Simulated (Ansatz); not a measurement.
Consider BN in the rock salt structure (space group Fm-3m, No. 225; a = 3.483 Å; a hypothetical phase, not in the database extracts checked). Axes: x, y, z lie along the cube axes.

The change: tensile biaxial strain of 1.49 % in the plane normal to [111], as in epitaxy on a mismatched substrate; the out-of-plane cell vector and the atoms relax.

Levels (all Ansatz, a quantum-chemistry and plane-wave program, PAW): PBEsol (420 eV, without spin-orbit coupling); r2SCAN (500 eV, without spin-orbit coupling).

The geometry is relaxed with PBEsol.

| Item | Value |
|---|---|
| PBEsol smallest direct gap | 5.64 eV |
| PBEsol lowest conduction level above the VBM at special points | F 0.99 eV; S₂ 3.12 eV; S₀ 3.12 eV; T 4.84 eV |
| PBEsol width of the top valence band | 7.01 eV |

Q: How does going to r2SCAN change the smallest direct gap, lowest conduction level above the VBM at special points and width of the top valence band?

A: The smallest direct gap increases by 0.69 eV (5.64 eV → 6.33 eV); the lowest conduction level above the VBM at special points goes from F 0.99 eV; S₂ 3.12 eV; S₀ 3.12 eV; T 4.84 eV to F 1.09 eV; S₂ 3.46 eV; S₀ 3.46 eV; T 5.48 eV; the width of the top valence band grows by 0.30 eV to 7.31 eV.

Single points use the geometry relaxed with PBEsol. No phonon test of stability was made. k-point labels follow each cell's own Brillouin zone.
